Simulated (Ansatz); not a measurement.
Reference: KI (Fm-3m), PBEsol with spin-orbit coupling, rigid bands (plane waves, PAW; Ansatz, a program for electronic structure); geometry: cell and atoms relaxed with PBEsol.

KI is taken in the cubic space group Fm-3m (No. 225), the rock salt structure, Pearson symbol cF8. Lattice parameters: a = 7.0070 Å, b = 7.0070 Å, c = 7.0070 Å, α = 90.00°, β = 90.00°, γ = 90.00°. K on 4a is surrounded by 6 I at 3.504 Å (octahedral). I on 4b sees 6 K at 3.504 Å (octahedral). (Neighbours: up to the widest gap in distance over summed covalent radii, below 1.35, at either atom; cation-cation and far metal-metal contacts left out.)
(The calculation used a cell of 2 atoms; values per cell refer to that cell.)

The band gap is 3.55 eV and the electron conductivity mass is 0.33 mₑ. The hole conductivity mass comes out as 1.83 mₑ and the Seebeck coefficient, n-type 1e19 cm⁻³ comes out as -164 μV/K.

Swap I for Br, keeping the structure type. How do these values move?

KBr (Fm-3m): volume per atom 43.0 to 35.1 Å³; band gap rises (3.55 eV to 4.18 eV); electron conductivity mass rises (0.33 mₑ to 0.38 mₑ); hole conductivity mass rises (1.83 mₑ to 2.5 mₑ); Seebeck coefficient, n-type 1e19 cm⁻³ rises in size (-164 μV/K to -180 μV/K).

Replace K by Na on the same sites and relax. What happens?

NaI (Fm-3m): volume per atom 43.0 to 32.8 Å³; band gap falls (3.55 eV to 3.25 eV); electron conductivity mass falls (0.33 mₑ to 0.26 mₑ); hole conductivity mass falls (1.83 mₑ to 1.61 mₑ); Seebeck coefficient, n-type 1e19 cm⁻³ falls in size (-164 μV/K to -141 μV/K).

Moves up to 5 % count as about the same. Masses are for dilute carriers at 300 K, harmonic means over directions unless an axis is named. Seebeck coefficients are for the stated density at 300 K, with one relaxation time for all states and whether or not that doping can be reached.
